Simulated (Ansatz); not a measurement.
An Ansatz (a first-principles code) input (r2SCAN (Ansatz; PAW; 500 eV plane waves; no spin-orbit coupling)):

Ansatz 0.2 input:
```yaml
crystal:
  lattice:
    - [-1.5844168744, 1.6294143136, 1.5844168744]
    - [1.5844168744, -1.6294143136, 1.5844168744]
    - [1.5844168744, 1.6294143136, -1.5844168744]
  atoms:
    - { symbol: W, position: [0, 0, 0] }
basis: { ecutwfc: 500, ecutrho_ratio: 4, xc_grid: 4, fft_grid_basis: typed }
kpoints: { mp_grid: { grid: [29, 29, 29] } }
hamiltonian:
  xc: r2scan
  dispersion: none
  pseudopotentials: { kind: paw }
scf: { occupations: { method: fermi_dirac, width: 0.1 }, convergence: { dr2_threshold: 0.0000000001 } }
relax: { f_tol: 0.005, max_steps: 50 }
output: { forces: true, stress: true }
checkpoint: { write: state.ck, write_every: 1000 }
```

Question: Which symmetry and how many k-points will the program report, and about how many plane waves at Γ?

Answer: Space group I4/mmm (ITA 139) with 16 operations, k-points 1800 of 24389, and 397 plane waves at Γ.

Question: And the final pressure?

Answer: -8.33 GPa (compression positive).

The cells carry an imposed strain or load. Whether these cells are dynamically stable was not tested. All final runs are without spin polarisation. The cell was made from W in the bcc (W type) structure (space group Im-3m, No. 229) by this change: uniaxial strain ε_yy = +2.84 %.
